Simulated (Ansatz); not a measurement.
Take CdSe in the zinc blende structure (space group F-43m, No. 216; a = 6.0075 Å) as the base. Axes: x, y, z lie along the cube axes.

Level of theory: Ansatz (an electronic-structure program), LDA, PAW, cutoff 420 eV, without spin-orbit coupling.

Before the change:

* **Electron mass**: 0.041 mₑ (at Γ)

The change: compressive biaxial strain of 0.50 % in the plane normal to [001], as in epitaxy on a mismatched substrate; the out-of-plane cell vector and the atoms relax.

Task: How does this affect the in-plane stress?

Result: The mean in-plane stress (compression positive) amounts to +0.2 GPa.

Task: Estimate the effect on the out-of-plane strain.

Result: The out-of-plane strain is +0.74 %.

Task: Estimate the effect on the electron mass.

Result: The electron mass changes from 0.041 mₑ (at Γ) to 0.043 mₑ out of plane, 0.040 mₑ in plane (at Γ).

The levels and masses belong to the bands next to the band gap. Masses are band curvatures over ±0.01 Å⁻¹ around the edge. Whether these cells are dynamically stable was not tested.
